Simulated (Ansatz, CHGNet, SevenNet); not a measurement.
**TaSi2 (model structure, started from the AlB2 type, P6/mmm, No. 191, 3 atoms in the cell): properties by level of theory**

```tsv
level (code)	equilibrium lattice constant a (Å)	c axis length (Å)
CHGNet 0.3.0	4.246	(withheld)
SevenNet-l3i5	4.440	(withheld)
PBEsol (Ansatz)	4.368	2.626
r²SCAN (Ansatz)	(withheld)	2.628
```

Problem. What belongs in the gaps?

Solution. 
- CHGNet 0.3.0, c axis length (Å): 2.868
- SevenNet-l3i5, c axis length (Å): 2.543
- r²SCAN (Ansatz, a first-principles code), equilibrium lattice constant a (Å): 4.373

Caveats: the cell has another shape than the first-principles one, perhaps another minimum in the same group (CHGNet 0.3.0); the cell moved over 20 % in volume from its start (CHGNet 0.3.0, SevenNet-l3i5). Ansatz's density-functional and Hartree–Fock values are scalar-relativistic unless marked +SOC, with PAW data made under PBE.

The computed numbers hold no vibrational or temperature effects.

A model structure was made by putting elements into a prototype or built by hand; it is no filed structure, need not be a known phase, and can be a saddle point held by its symmetry.
